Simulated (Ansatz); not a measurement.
Partial pair distribution functions of a relaxed model of amorphous In$_{9}$Ga$_{9}$Zn$_{9}$O$_{36}$H$_{4}$, broadened by 0.06 Å; density 5.76 g/cm³. These are PBE, scalar-relativistic without spin-orbit coupling (plane waves to 420 eV, PAW; Ansatz, an electronic-structure program) values and carry that method's errors. The usual formal charges leave 4 electrons over, so the level spacing at the Fermi energy parts defect or band states and needn't be the band gap.

Preparation: random packing, a CHGNet melt and quench, and a DFT relaxation. O atoms were pushed apart under 1.9 Å during the dynamics, to hinder bonds among them. The hot cell started wider than the set density and was brought back towards it in steps. It is the lowest in DFT energy of 2 quenches. It is a model cell: composition and starting density were chosen by hand, and all elements were melted together. No dispersion term was used. Its density started from a set value of 5.76 and ended at 5.76 g/cm³. The simulated quench (nominally 440 K/ps over its main leg) is rapid and tends to freeze in more defects than a deposited or slowly cooled glass has. One small periodic cell is one sample of the glass; other quenches scatter about these values. The volume was held where the preparation left it and the shape relaxed, at a PBE pressure of 3.7 GPa. Stress components on the final sampling reach 3.9 GPa. On a 2×2×2 Γ-centred mesh force components of up to 0.26 eV/Å stay, since the relaxation ran on the zone centre alone. Cycles of charging lowered its energy after that relaxation.

```json
[
 {"r (Å)": "1.60", "g In-O": "0.00", "g Ga-O": "0.00", "g In-In": "0.00", "g Ga-Ga": "0.00"},
 {"r (Å)": "1.70", "g In-O": "0.00", "g Ga-O": "0.32", "g In-In": "0.00", "g Ga-Ga": "0.00"},
 {"r (Å)": "1.80", "g In-O": "0.00", "g Ga-O": "4.81", "g In-In": "0.00", "g Ga-Ga": "0.00"},
 {"r (Å)": "1.90", "g In-O": "0.01", "g Ga-O": "9.73", "g In-In": "0.00", "g Ga-Ga": "0.00"},
 {"r (Å)": "2.00", "g In-O": "0.57", "g Ga-O": "5.07", "g In-In": "0.00", "g Ga-Ga": "0.00"},
 {"r (Å)": "2.10", "g In-O": "5.04", "g Ga-O": "1.30", "g In-In": "0.00", "g Ga-Ga": "0.00"},
 {"r (Å)": "2.20", "g In-O": "8.52", "g Ga-O": "0.10", "g In-In": "0.00", "g Ga-Ga": "0.00"},
 {"r (Å)": "2.30", "g In-O": "3.49", "g Ga-O": "0.26", "g In-In": "0.00", "g Ga-Ga": "0.00"},
 {"r (Å)": "2.40", "g In-O": "0.71", "g Ga-O": "0.41", "g In-In": "0.00", "g Ga-Ga": "0.00"},
 {"r (Å)": "2.50", "g In-O": "0.32", "g Ga-O": "0.04", "g In-In": "0.00", "g Ga-Ga": "0.00"},
 {"r (Å)": "2.60", "g In-O": "0.24", "g Ga-O": "0.05", "g In-In": "0.24", "g Ga-Ga": "0.00"},
 {"r (Å)": "2.70", "g In-O": "0.04", "g Ga-O": "0.18", "g In-In": "1.40", "g Ga-Ga": "0.00"},
 {"r (Å)": "2.80", "g In-O": "0.14", "g Ga-O": "0.09", "g In-In": "0.52", "g Ga-Ga": "0.10"},
 {"r (Å)": "2.90", "g In-O": "0.33", "g Ga-O": "0.30", "g In-In": "0.01", "g Ga-Ga": "1.05"},
 {"r (Å)": "3.00", "g In-O": "0.22", "g Ga-O": "0.33", "g In-In": "0.00", "g Ga-Ga": "1.08"},
 {"r (Å)": "3.10", "g In-O": "0.18", "g Ga-O": "0.20", "g In-In": "0.01", "g Ga-Ga": "3.52"},
 {"r (Å)": "3.20", "g In-O": "0.48", "g Ga-O": "0.38", "g In-In": "0.36", "g Ga-Ga": "5.17"},
 {"r (Å)": "3.30", "g In-O": "0.59", "g Ga-O": "0.64", "g In-In": "2.70", "g Ga-Ga": "6.42"},
 {"r (Å)": "3.40", "g In-O": "0.33", "g Ga-O": "0.71", "g In-In": "3.68", "g Ga-Ga": "3.52"},
 {"r (Å)": "3.50", "g In-O": "0.45", "g Ga-O": "1.04", "g In-In": "1.77", "g Ga-Ga": "1.50"},
 {"r (Å)": "3.60", "g In-O": "0.60", "g Ga-O": "1.65", "g In-In": "1.86", "g Ga-Ga": "2.04"},
 {"r (Å)": "3.70", "g In-O": "0.62", "g Ga-O": "1.69", "g In-In": "1.42", "g Ga-Ga": "0.74"},
 {"r (Å)": "3.80", "g In-O": "0.98", "g Ga-O": "0.97", "g In-In": "0.98", "g Ga-Ga": "0.03"},
 {"r (Å)": "3.90", "g In-O": "1.65", "g Ga-O": "0.98", "g In-In": "1.27", "g Ga-Ga": "0.01"},
 {"r (Å)": "4.00", "g In-O": "1.57", "g Ga-O": "1.46", "g In-In": "0.77", "g Ga-Ga": "0.23"},
 {"r (Å)": "4.10", "g In-O": "1.15", "g Ga-O": "1.13", "g In-In": "1.40", "g Ga-Ga": "0.62"},
 {"r (Å)": "4.20", "g In-O": "1.24", "g Ga-O": "1.05", "g In-In": "1.37", "g Ga-Ga": "0.11"},
 {"r (Å)": "4.30", "g In-O": "1.14", "g Ga-O": "1.18", "g In-In": "0.53", "g Ga-Ga": "0.00"},
 {"r (Å)": "4.40", "g In-O": "1.29", "g Ga-O": "1.34", "g In-In": "0.69", "g Ga-Ga": "0.06"},
 {"r (Å)": "4.50", "g In-O": "1.33", "g Ga-O": "1.37", "g In-In": "0.61", "g Ga-Ga": "0.53"}
]
```

Within 2.68 Å each In has 5.11 O neighbours on average.
